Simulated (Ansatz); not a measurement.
Spacing of the highest filled and lowest empty level at the zone centre in eight small model glasses of hand-chosen composition and density, fast-quenched (anions pushed apart in CHGNet runs), each at its PBE geometry, by PBE and by r2SCAN (Ansatz, a program for electronic structure, plane waves, PAW). The cells are the first eight to finish that balance their formal charges, show no moments and no lower geometry on charging where those were tested, and have a gap at both levels; defect levels can set the spacings.

| cell | quench by | pressure (GPa) | levels at the gap | PBE (eV) | experiment, tabulated (eV) |
|---|---|---|---|---|---|
| Zr20O43Sc2 | CHGNet | 0.0 | localised at the filled edge | 3.53 | - |
| Si24O53Nb2 | CHGNet | 0.9 | localised at both edges | 3.69 | - |
| Hf18O37Sr | CHGNet | 0.0 | localised at the filled edge | 3.82 | - |
| Si24O51Al2 | CHGNet | 1.4 | localised at both edges | 3.59 | - |
| Ga24O38Ti | CHGNet | -0.1 | spread | 2.04 | - |
| Ti20O43Ga2 | CHGNet | 1.3 | localised at the filled edge | 2.42 | - |
| In24O39Lu2 | CHGNet | 0.1 | localised at the filled edge | 0.64 | - |
| Ti20O41Ca | CHGNet | 1.8 | spread | 2.74 | - |

Q: What does r2SCAN give, and how does it move these values against PBE?

A: Zr20O43Sc2 3.96, Si24O53Nb2 4.11, Hf18O37Sr 4.28, Si24O51Al2 4.23, Ga24O38Ti 2.61, Ti20O43Ga2 2.75, In24O39Lu2 1.09, Ti20O41Ca 3.10 eV. It raises them by +0.33 to +0.64 eV, +0.46 eV on average. A straight line through the eight gives r2SCAN = 1.01 × PBE +0.43 eV, with a scatter of 0.10 eV.
